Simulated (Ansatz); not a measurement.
**PbSe under a change: isotropic strain +2.00 %**

Take PbSe in the rock salt structure (space group Fm-3m, No. 225; a = 6.0408 Å) as the base.

One thing is altered: the cell is scaled by 1.0200 in all directions; the atoms relax in the strained cell.

Computed with Kohn–Sham DFT with the LDA functional, run in Ansatz (a program for electronic structure) with PAW and 420 eV plane waves, scalar-relativistic without spin-orbit coupling. Γ-centred 10×10×10 mesh, Fermi–Dirac width 0.05 eV.

```json
[
 {"quantity": "volume per atom", "base": "27.55 Å³", "changed": "29.24 Å³", "shift": "+1.69 Å³"},
 {"quantity": "shortest interatomic distance", "base": "3.020 Å", "changed": "3.081 Å", "shift": "+0.0604 Å"},
 {"quantity": "energy relative to the base (free energy F)", "base": "0 meV/atom", "changed": "+17 meV/atom", "shift": "+17 meV/atom"},
 {"quantity": "pressure", "base": "0.0 GPa", "changed": "-3.0 GPa", "shift": "-3.0 GPa"},
 {"quantity": "band gap", "base": "zero", "changed": "0.24 eV", "shift": "–"},
 {"quantity": "electron mass", "base": "–", "changed": "0.093 mₑ along k, 0.11 mₑ across (at L)", "shift": "–"},
 {"quantity": "valley order (the lowest conduction-band minima on the path, energy above the VBM, named in the base's zone)", "base": "L along ⟨111⟩ 0.05 eV; a point along ⟨110⟩, about 0.6 Å⁻¹ from Γ 0.94 eV", "changed": "L along ⟨111⟩ 0.24 eV; a point along ⟨110⟩, about 0.6 Å⁻¹ from Γ 1.07 eV", "shift": "–"}
]
```

Spin-orbit coupling, missing from the scalar runs, can matter with Pb. Effective masses come from finite differences of ±0.01 Å⁻¹. Along k means along the line from Γ to the band edge. No phonon test of stability was made. All final runs are without spin polarisation. Gaps under 0.05 eV, about the width of the smearing, are given as zero. The zero or small gap of PbSe can change with the level of theory.
